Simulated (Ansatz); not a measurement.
Start from MgSe in the rock salt structure (space group Fm-3m, No. 225; a = 5.4722 Å).

Method: r2SCAN in Ansatz (plane waves to 500 eV, PAW, no spin-orbit coupling).

For the base:

| Item | Value |
|---|---|
| Smallest direct gap | 3.44 eV |
| Hole mass | 0.20, 0.79, 0.79 mₑ (at Γ) |
| Gap character | indirect, Γ → X |
| Electron mass | 0.48 mₑ along k, 0.25 mₑ across (at X) |
| Band gap | 2.48 eV |

It is then changed as follows: every Mg is replaced by Ca, then cell and atoms are relaxed.

### Question
Predict the new smallest direct gap, hole mass, gap character, electron mass and band gap.

### Answer
The smallest direct gap grows by 0.02 eV, from 3.44 eV to 3.46 eV; the hole mass (degenerate bands, along [100]) changes from 0.20, 0.79, 0.79 mₑ (at Γ) to 0.20, 1.00, 1.00 mₑ (at Γ); the gap character remains indirect, Γ → X; the electron mass becomes 1.4 mₑ along k, 0.29 mₑ across (at X) (base: 0.48 mₑ along k, 0.25 mₑ across (at X)); the band gap rises by 0.04 eV (2.48 eV → 2.52 eV).

Masses are band curvatures over ±0.01 Å⁻¹ around the edge. Along k means along the line from Γ to the band edge. Whether these cells are dynamically stable was not tested.

Ansatz is a first-principles code.
